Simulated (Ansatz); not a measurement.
Levels about the gap of amorphous Ga24O37Li2 (63 atoms in a cell of 770 Å³, 4.91 g/cm³; zone centre alone, so wide bands show as single levels with stretches between that a denser mesh fills), at the geometry that PBE relaxed, where it gives 0.5 GPa on a denser mesh. The participation number counts the atoms over which a state spreads; weights are charges in smoothed Voronoi cells. The levels come from a single point, so bond lengths are those of that geometry. Method of the levels: PBE, scalar-relativistic without spin-orbit coupling (Ansatz, a program for electronic structure). Sampling: the zone centre alone; Fermi-Dirac width 0.02 eV; no spin polarisation. At PBE the levels at the filled edge of the gap are localised (band-tail or defect states), and the nearest spread-out levels lie 2.1 eV apart at the zone centre.

A CHGNet melt-quench gave the starting glass, which DFT then relaxed. O atoms were pushed apart under 1.9 Å during the dynamics, to hinder bonds among them. The hot cell started wider than the set density and was brought back towards it in steps. It is the lowest in DFT energy of 2 quenches. It is a model cell: composition and starting density were chosen by hand, and all elements were melted together. No dispersion term was used. Its density started from a set value of 4.91 and ended at 4.91 g/cm³. Cooling (nominally 280 K/ps over its main leg) ran many orders faster than in experiment, which tends to leave more defects and strain. A cell of this size samples the disorder only roughly. The volume was held where the preparation left it and the shape relaxed, at a PBE pressure of 0.5 GPa. Stress components on the final sampling reach 0.5 GPa.

```
E - E(highest filled), eV  filling  participation number        largest on  weight O  weight Ga  weight Li
-------------------------  -------  --------------------  ----------------  --------  ---------  ---------
-0.85                       filled                  11.6   O, 2 neighbours      0.94       0.05       0.00
-0.81                       filled                  12.9   O, 4 neighbours      0.94       0.06       0.00
-0.75                       filled                  12.9   O, 3 neighbours      0.95       0.05       0.00
-0.61                       filled                   5.3   O, 2 neighbours      0.94       0.05       0.01
-0.55                       filled                   7.3   O, 2 neighbours      0.95       0.05       0.00
-0.40                       filled                   5.0   O, 3 neighbours      0.95       0.04       0.00
0.00                        filled                   2.4   O, 3 neighbours      0.95       0.04       0.00
1.32                         empty                  54.6  Ga, 4 neighbours      0.52       0.46       0.02
3.70                         empty                  12.7  Ga, 4 neighbours      0.53       0.47       0.01
3.85                         empty                  31.3  Ga, 4 neighbours      0.57       0.42       0.01
4.27                         empty                  27.3  Ga, 4 neighbours      0.57       0.41       0.01
4.29                         empty                  35.5  Ga, 5 neighbours      0.58       0.42       0.01
4.36                         empty                  38.2  Ga, 4 neighbours      0.57       0.42       0.01
4.56                         empty                  38.8  Ga, 4 neighbours      0.57       0.42       0.01
```

Most localised among these is the filled level at +0.00 eV, on a O atom, which has 3 neighbours (Ga 1.83 Å, Ga 1.89 Å, Li 2.05 Å).
